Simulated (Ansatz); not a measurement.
An Ansatz (a first-principles code) run: a single point on Lu with a change (pressure 10 GPa), its geometry relaxed with PBEsol; plane-wave PAW DFT at the r2SCAN level (Ansatz, 500 eV), no SOC.

Input:

Ansatz 0.2 input:
```yaml
crystal:
  lattice:
    - [3.267991221, 0, 0]
    - [-1.6339956105, 2.8301634168, 0]
    - [0, 0, 5.0898860161]
  atoms:
    - { symbol: Lu, position: [0.3333333333, 0.6666666667, 0.75] }
    - { symbol: Lu, position: [0.6666666667, 0.3333333333, 0.25] }
basis: { ecutwfc: 500, ecutrho_ratio: 4, xc_grid: 4, fft_grid_basis: typed }
kpoints: { mp_grid: { grid: [16, 16, 9] } }
hamiltonian:
  xc: r2scan
  dispersion: none
  pseudopotentials: { kind: paw }
scf: { occupations: { method: fermi_dirac, width: 0.05 }, convergence: { dr2_threshold: 0.0000000002 } }
output: { forces: true, stress: true }
checkpoint: { write: state.ck, write_every: 1000 }
```

Output (explanatory and most iteration lines left out):

```
Pseudopotential: Lu, paw, valence charge 25
Crystal: 2 atoms, lattice volume = 47.076 Å³
Basis set: ecut = 500 eV, 1153 PW (Γ), exchange–correlation on 96×96×160 points (64 copies of the dense FFT grid, shifted against one another)
Bands: 30, of which v1, the nominal top of the filled ones, is band 25 counted from 1 (24 counted from 0)
Symmetry: 24 space group operations
Space group: P63/mmc (ITA 194), of the structure as read, at distance tolerance 3.6e-5 Å
k-points: 150 of 2304
Functional: x = r2scan, c = r2scan; τ floored in thin density (d = 2e-4 eV/Å³)
SCF iter   1: F=—  HF=-29486.958619 eV  |F-HF|=—  |Δ(HF+E_count)|=         —  Δρ=1.00e-2  dr2=3.14e-2  dr2_τ=3.71e-2  ethr=1.77e-3  ⟨swp⟩=5.0  Hψ=19113  notcnv=0
SCF iter   2: F=—  HF=-29487.011280 eV  |F-HF|=—  |Δ(HF+E_count)|=   5.27e-2  Δρ=8.22e-3  dr2=1.76e-2  dr2_τ=3.88e-3  ethr=6.28e-5  ⟨swp⟩=3.0  Hψ=14667  notcnv=0  defer=19
SCF 1, on 30 bands, converged in 11 iterations: F = -29487.001228 eV; the run's SCF on all bands comes behind
SCF converged after 11 iterations
Free energy (F): -29487.001228 eV
Internal energy: -29486.978474 eV  (E = F + TS)
E sigma→0 (E₀):  -29486.989851 eV
Entropy (-TS):   -0.022754 eV (-11.377 meV/atom)
Fermi energy:    17.285360 eV
--- Forces (eV/Å), atoms counted from 1 ---
  atom   1  Lu    -0.00000000    -0.00000000     0.00000000
  atom   2  Lu    -0.00000000     0.00000000     0.00000000
Crystal: 2 atoms, lattice volume = 47.076 Å³
Bands: 31, of which v1, the nominal top of the filled ones, is band 25 counted from 1 (24 counted from 0)
SCF iter   1: F=—  HF=-29487.001228 eV  |F-HF|=—  |Δ(HF+E_count)|=         —  Δρ=1.38e-6  dr2=2.05e-10  dr2_τ=1.71e-10  ethr=1.32e-8  ⟨swp⟩=4.4  Hψ=37932  notcnv=0
SCF iter   2: F=—  HF=-29487.001228 eV  |F-HF|=—  |Δ(HF+E_count)|=   2.45e-7  Δρ=7.67e-7  dr2=1.15e-10  dr2_τ=6.53e-11  ethr=1.00e-12  ⟨swp⟩=6.9  Hψ=36820  notcnv=0
SCF 2 converged in 3 iterations: F = -29487.001228 eV  dr2 = 4.19e-11
SCF converged after 14 iterations (11 of them on 30 bands)
Free energy (F): -29487.001228 eV
Internal energy: -29486.978474 eV  (E = F + TS)
E sigma→0 (E₀):  -29486.989851 eV
Entropy (-TS):   -0.022754 eV (-11.377 meV/atom)
Fermi energy:    17.285360 eV
--- Forces (eV/Å), atoms counted from 1 ---
  atom   1  Lu     0.00000000    -0.00000000     0.00000000
  atom   2  Lu     0.00000000     0.00000000     0.00000000
--- Stress (GPa, compression-positive) ---
       14.170248       0.000000       0.000000
       -0.000000      14.170248       0.000000
        0.000000       0.000000      13.087637
  P = ⅓ Tr σ = 13.8094 GPa (138.094 kbar)
```

Single points use the geometry relaxed with PBEsol. Load acts through the strain it causes; cell and atoms are relaxed under it. Stability against distortions was not tested. Competing high-pressure phases were not computed. The cell was made from Lu in the hcp (Mg type) structure (space group P6_3/mmc, No. 194) by this change: pressure 10 GPa.
